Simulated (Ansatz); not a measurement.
**Response to strain in Zn**

The parent structure is Zn in the hcp (Mg type) structure (space group P6_3/mmc, No. 194; a = 2.6129 Å, c = 4.7815 Å; relaxed with 0.1 eV smearing). Axes: x lies along a and z along c of the hexagonal cell.

Strains are applied to the cell and any free atomic positions relax.

The values are results of Ansatz (a program for electronic structure) PBEsol, without spin-orbit coupling, not measurements.

Notes on the quantities. energy relative to the base: free energy F.

| uniaxial strain ε_xx (%) | energy relative to the base (meV/atom) |
|---|---|
| 0 | 0.0 |
| 0.5 | 0.2 |
| 1 | 0.9 |
| 1.5 | 2.0 |
| 2 | ? |
| 2.5 | 5.2 |
| 3 | 7.2 |

Q: Fit ΔE = Aε² + Bε³ (ε in %) to the rows shown and predict the withheld row.

A: Least squares on the printed values gives A = 0.974 and B = -0.058 meV/atom (largest residual 0.0 meV/atom); this predicts 3.4 meV/atom, and the run gives 3.4 meV/atom, in agreement.

Stability against distortions was not tested.
